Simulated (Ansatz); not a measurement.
Reference: CsH (Fm-3m), PBEsol, rigid bands (plane waves, PAW, scalar-relativistic; Ansatz, a program for electronic structure); axes and stresses refer to this cell.

```
CELL_PARAMETERS angstrom
      0.00000     3.12709     3.12709
      3.12709     0.00000     3.12709
      3.12709     3.12709     0.00000
ATOMIC_POSITIONS crystal
  Cs 0.00000 0.00000 0.00000
  H  0.50000 0.50000 0.50000
```

- hole conductivity mass: 0.69 mₑ
- Seebeck coefficient, p-type 1e19 cm⁻³: 363 μV/K
- band gap: 2.07 eV

### Question
Change: functional r2SCAN on the same cell. What happens to hole conductivity mass, Seebeck coefficient, p-type 1e19 cm⁻³, band gap?

### Answer
hole conductivity mass increases to 0.76 mₑ; Seebeck coefficient, p-type 1e19 cm⁻³ grows to 374 μV/K; band gap rises to 2.61 eV.

Masses are for dilute carriers at 300 K, harmonic means over directions unless an axis is named. Seebeck coefficients are for the stated density at 300 K, with one relaxation time for all states and whether or not that doping can be reached. Spin-orbit coupling is left out unless a row names it. 

Formula and space group known from diffraction (Crystallography Open Database), not checked to be the room-temperature form: CsH (Fm-3m).
